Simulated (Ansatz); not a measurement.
Base system: Hf in the hcp (Mg type) structure (space group P6_3/mmc, No. 194; a = 3.159 Å, c = 5.000 Å).

Structures relaxed with PBEsol (Ansatz, a quantum-chemistry and plane-wave program, PAW, without spin-orbit coupling), earlier PAW set.

Base:

Simulated powder pattern, Cu Kα1, λ = 1.54056 Å (kinematic, ideal powder, no thermal factors, no anomalous dispersion; the 8 strongest lines at most, above 2 %, up to 2θ = 90°):

```
2θ (°)  I/Imax (%)    hkl
------  ----------  -----
32.71           24  (100)
35.89           25  (002)
37.44          100  (101)
49.34           16  (102)
58.38           19  (110)
65.53           20  (103)
70.46           22  (112)
71.44           16  (201)
```

One thing is altered: Y takes the place of Hf on all its sites, then cell and atoms are relaxed.

Question: Predict the new powder pattern.

Answer: 
Simulated powder pattern, Cu Kα1, λ = 1.54056 Å (kinematic, ideal powder, no thermal factors, no anomalous dispersion; the 8 strongest lines at most, above 2 %, up to 2θ = 90°):

| 2θ (°) | I/Imax (%) | hkl |
|---|---|---|
| 28.61 | 24 | (100) |
| 32.01 | 24 | (002) |
| 32.87 | 100 | (101) |
| 43.46 | 15 | (102) |
| 50.68 | 19 | (110) |
| 57.60 | 20 | (103) |
| 61.21 | 22 | (112) |
| 61.74 | 16 | (201) |

The indices refer to each structure's own conventional cell; one index is shown for lines that coincide.

No phonon test of stability was made. All final runs are without spin polarisation.
